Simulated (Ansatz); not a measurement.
Start from ZnO in the wurtzite structure (space group P6_3mc, No. 186).

```xyz
4
Lattice="3.2352 0.0000 0.0000 -1.6176 2.8018 0.0000 0.0000 0.0000 5.2113" Properties=species:S:1:pos:R:3 pbc="T T T"
Zn     1.6176     0.9339     0.0127
Zn     0.0000     1.8679     2.6183
O      1.6176     0.9339     3.2454
O      0.0000     1.8679     0.6398
```

Calculations: r2SCAN (Ansatz, a program for electronic structure, PAW, no spin-orbit coupling), earlier PAW set.

For the base:

| Item | Value |
|---|---|
| Valence-band top at Γ | 0.00, 0.00, -0.10 eV |
| Pressure | 0.00 GPa |
| Gap character | direct at Γ |

Perturbation: an isotropic linear strain of +0.15 %; the atoms relax in the strained cell.

Task: Predict the new valence-band top at Γ.

Result: The valence-band top at Γ (three highest levels, from the VBM) is still 0.00, 0.00, -0.10 eV.

Task: What happens to the pressure?

Result: The pressure (mean of the normal stresses, compression positive) goes from zero to -0.66 GPa.

Task: How does this affect the energy relative to the base?

Result: The energy is nearly the same.

Task: What happens to the gap character?

Result: The gap character is still direct at Γ.

Stability against distortions was not tested.
